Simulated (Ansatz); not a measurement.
Bulk modulus of L1₂ (Cu3Au-type) Al3Sc: levels of theory against measurement

Reference value: 91.5 ± 1 GPa (measured, 298 K, no zero-point or thermal correction, polycrystal; as tabulated in A Combined Experimental and First-Principles Based Assessment of …).

```
level (code)                   value (GPa)  cell (Å³/atom)  difference (%)
-----------------------------  -----------  --------------  --------------
LDA (Ansatz)                          96.4           16.39            +5.4
PBE (Ansatz)                          86.6           17.30            -5.4
RPBE (Ansatz)                         82.4           17.72            -9.9
PBEsol-D3(BJ) (Ansatz)                99.5           16.23            +8.7
rVV10 (Ansatz)                        88.4           17.16            -3.4
r²SCAN (Ansatz)                       94.0           17.06            +2.7
r²SCAN-D4 (Ansatz)                    96.3           16.88            +5.2
B3LYP (VWN-RPA form) (Ansatz)         84.9           17.45            -7.2
LC-ωPBE (Ansatz)                       108           16.56           +18.0
PBE0 (Ansatz)                         94.6           17.06            +3.4
r²SCANh (Ansatz)                      95.8           17.01            +4.7
Hartree–Fock (Ansatz)                 85.9           18.33            -6.1
```

The reference is not for a static lattice or low temperature, so close values are not ranked against it.

The reference isn't brought to a static lattice, while the calculations are for one, so the differences are not the levels' errors alone. A static lattice is as a rule stiffer than a warm one, by over a tenth in soft solids. The crystal itself was run without spin with LDA, PBE, RPBE, PBEsol-D3(BJ), rVV10, r²SCAN, r²SCAN-D4, B3LYP (VWN-RPA form), LC-ωPBE, PBE0, r²SCANh, Hartree–Fock; a magnetic state was not tried in these runs. Each level is taken at its own relaxed cell. Cutoffs and k meshes differ between the levels. Ansatz's density-functional and Hartree–Fock values are scalar-relativistic unless marked +SOC, with PAW data made under PBE.

Differences are worked out from the printed values.

Ansatz is a first-principles code.
